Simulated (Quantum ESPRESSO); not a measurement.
A user runs Quantum ESPRESSO on AlNi3Sb (P-6m2, 5 atoms in the cell) and asks whether the run is sound. The aim is a self-consistent single point with DFT, PBEsol, plane waves, PSlibrary PAW (PBE) pseudopotentials.

Input as run:

```fortran
&CONTROL
   calculation = 'scf',
   prefix = 'run',
   outdir = './tmp',
   pseudo_dir = './',
   tprnfor = .true.,
   tstress = .true.,
/
&SYSTEM
   ibrav = 0,
   celldm(1) = 7.7838004790,
   nat = 5,
   ntyp = 3,
   ecutwfc = 50,
   ecutrho = 300,
   occupations = 'smearing',
   smearing = 'cold',
   degauss = 0.019992,
   input_dft = 'pbesol',
/
&ELECTRONS
   conv_thr = 1.0d-3,
/
ATOMIC_SPECIES
Al    26.9815  Al.pbe-n-kjpaw_psl.1.0.0.UPF
Ni    58.6934  Ni.pbe-n-kjpaw_psl.1.0.0.UPF
Sb   121.7600  Sb.pbe-n-kjpaw_psl.1.0.0.UPF
ATOMIC_POSITIONS {crystal}
Al    0.6666666667    0.3333333333    0.0000000000
Ni    0.0000000000    0.0000000000    0.7557400000
Ni    0.0000000000    0.0000000000    0.2442600000
Ni    0.6666666667    0.3333333333    0.5000000000
Sb    0.3333333333    0.6666666667    0.5000000000
K_POINTS {automatic}
9 9 7  0 0 0
CELL_PARAMETERS {alat}
   1.0000000000     0.0000000000     0.0000000000
  -0.5000000000     0.8660254038     0.0000000000
   0.0000000000     0.0000000000     1.1989434856
```

Output (repeated stretches shortened):

```
     file Al.pbe-n-kjpaw_psl.1.0.0.UPF: wavefunction(s)  3S 3P renormalized
     file Ni.pbe-n-kjpaw_psl.1.0.0.UPF: wavefunction(s)  4S 3D renormalized
     file Sb.pbe-n-kjpaw_psl.1.0.0.UPF: wavefunction(s)  5S renormalized

     Message from routine setup:
   [... lines left out ...]

     12 Sym. Ops. (no inversion) found

   Cartesian axes

     site n.     atom                  positions (alat units)
         1        Al     tau(   1) = (   0.5000000   0.2886751   0.0000000  )
         2        Ni     tau(   2) = (   0.0000000   0.0000000   0.9060895  )
         3        Ni     tau(   3) = (   0.0000000   0.0000000   0.2928539  )
         4        Ni     tau(   4) = (   0.5000000   0.2886751   0.5994717  )
         5        Sb     tau(   5) = (  -0.0000000   0.5773503   0.5994717  )

     number of k points=    48  Marzari-Vanderbilt smearing, width (Ry)=  0.0200
                       cart. coord. in units 2pi/alat
        k(    1) = (   0.0000000   0.0000000   0.0000000), wk =   0.0035273
        k(    2) = (   0.0000000   0.0000000   0.1191525), wk =   0.0070547
        k(    3) = (   0.0000000   0.0000000   0.2383050), wk =   0.0070547
   [... 45 lines left out ...]

     Dense  grid:    43035 G-vectors     FFT dimensions: (  45,  45,  54)

     Smooth grid:    23473 G-vectors     FFT dimensions: (  36,  36,  45)

     Initial potential from superposition of free atoms

     starting charge      37.9964, renormalised to      38.0000
     Self-consistent Calculation

     iteration #  1     ecut=    50.00 Ry     beta= 0.70

     total energy              =    -929.17326353 Ry
     estimated scf accuracy    <       1.33513652 Ry

     iteration #  2     ecut=    50.00 Ry     beta= 0.70

     total energy              =    -927.35961376 Ry
     estimated scf accuracy    <      27.11023667 Ry

     iteration #  3     ecut=    50.00 Ry     beta= 0.70

     total energy              =    -929.58241965 Ry
     estimated scf accuracy    <       9.28790781 Ry

   [... 2 blocks of this kind left out ...]

     iteration #  6     ecut=    50.00 Ry     beta= 0.70

     total energy              =    -930.15738663 Ry
     estimated scf accuracy    <       0.00579740 Ry

     iteration #  7     ecut=    50.00 Ry     beta= 0.70
     End of self-consistent calculation

     the Fermi energy is    10.7045 ev

!    total energy              =    -930.15705173 Ry
     estimated scf accuracy    <       0.00069446 Ry
     smearing contrib. (-TS)   =       0.00273590 Ry
     internal energy E=F+TS    =    -930.15978763 Ry

     convergence has been achieved in   7 iterations

     Forces acting on atoms (cartesian axes, Ry/au):

     atom    1 type  1   force =     0.00000000    0.00000000    0.00000000
     atom    2 type  2   force =    -0.00000000    0.00000000    0.00396785
     atom    3 type  2   force =     0.00000000    0.00000000   -0.00396785
     atom    4 type  2   force =    -0.00000000   -0.00000000    0.00000000
   [... lines left out ...]
     Total force =     0.005611     Total SCF correction =     0.030890
   [... lines left out ...]

          total   stress  (Ry/bohr**3)                   (kbar)     P=       72.42
   0.00045187   0.00000000  -0.00000000           66.47        0.00       -0.00
   0.00000000   0.00045187   0.00000000            0.00       66.47        0.00
   0.00000000  -0.00000000   0.00057319            0.00       -0.00       84.32

   JOB DONE.
```

**Question.** Is anything amiss in this input, and did it matter?

**Answer.** The run is not sound. The fault is a convergence threshold that is too loose. A loop that stops early leaves an energy error of second order in the density error, but errors of first order in forces and stress. To fix it, tighten the threshold. The run converged in 7 iterations without an error; against the sound input the free energy rises by 1.9 meV/atom, the pressure goes from -4.71 to 7.24 GPa and the largest force goes from 0.022 to 0.102 eV/Å. The full log also holds: “SCF correction compared to forces is large: reduce conv_thr to get better values”.

An input that runs soundly differs in these lines (not the only fix; some lines may just follow from the change or write a value another way):
```diff
-   conv_thr = 1.0d-3,
+   conv_thr = 1.0d-10,
```

With that input, the run converged in 15 iterations: free energy E − TS -12655.4409 eV; Fermi level (on the code's own zero) 10.72 eV; pressure -4.71 GPa; largest force (vector length) 0.022 eV/Å (DFT, PBEsol, plane waves, PSlibrary PAW (PBE) pseudopotentials).

On the sound input: the starting cell comes from a database of computed structures (which also holds hypothetical and non-ambient phases and stackings), without a prior relaxation at this level. Spin polarisation is off. With a pressure of about -5 GPa the cell is away from its equilibrium volume at this level.
